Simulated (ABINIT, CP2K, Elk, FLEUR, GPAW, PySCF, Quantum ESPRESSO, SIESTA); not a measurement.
## One structure in several programs: Al (Fm-3m, 1 atom in the cell)

Self-consistent single point, at a second geometry (lattice scaled by 0.98). First geometry:

```
Al
1.0
    0.00000     2.01522     2.01522
    2.01522     0.00000     2.01522
    2.01522     2.01522     0.00000
Al
1
Cartesian
  0.00000   0.00000   0.00000
```

Shared settings, as Quantum ESPRESSO writes them: occupations = smearing; smearing = fermi-dirac; degauss = 0.0073499 Ry; K_POINTS = automatic 10 10 10 0 0 0. Potentials and cutoffs stand in the table.

| code | model | ΔF from the first geometry (meV/atom) | pressure (GPa) | cutoff |
|---|---|---|---|---|
| SIESTA | GGA PBE, numerical atomic orbitals DZP, PseudoDojo PBE standard norm-conserving potentials (rewritten from UPF to PSML) | 16.7 | 5.60 | grid 300 Ry |
| GPAW | PBE, GPAW PAW datasets PBE (gpaw-data 1.0.1) | 20.0 | 6.21 | 600 eV |
| ABINIT | PBE, norm-conserving pseudopotentials (PseudoDojo nc-sr-05 PBE standard) | 17.5 | 5.74 | 40 Ry |
| Quantum ESPRESSO | PBE, PSlibrary ultrasoft (PBE) pseudopotentials | 18.4 | 5.88 | 35 Ry |
| PySCF | PBE, Gaussian basis gth-dzvp-molopt-sr, GTH pseudopotentials gth-pbe, FFT density fitting with multigrid | 15.8 | – | grid 50 Ha |
| Elk | PBE, all-electron FP-LAPW, Elk's shipped species files, APW+lo basis with extra local orbitals | 21.0 | – | rgkmax 8 |
| CP2K | PBE, GPW, DZVP-MOLOPT-SR-GTH basis, GTH-PBE potentials (GTH_POTENTIALS) | 15.8 | 5.40 | grid 400 Ry |
| FLEUR | PBE, all-electron FLAPW (FLEUR), scalar-relativistic valence | 19.0 | – | Kmax 4 1/bohr |

A dash marks a value that a program does not give, or that is left out as unsure.

The spread over the programs that give each value: ΔF from the first geometry within 5.2 meV/atom; pressure within 0.81 GPa.

SIESTA, PySCF and CP2K use small atom-centred bases, whose incompleteness enters pressures, forces and empty levels differently from a plane-wave cutoff. Elk and FLEUR treat all electrons, but the usual bases taken here (sphere radii, linearisation, local orbitals, empty states) were not tested for convergence, so the values are no reference for the others.

The starting cell comes from a database of computed structures (which also holds hypothetical and non-ambient phases and stackings), without a prior relaxation at this level. Its lattice was rescaled by a random factor within 2.5 % of one. For this run, on top of that: lattice scaled by 0.98.
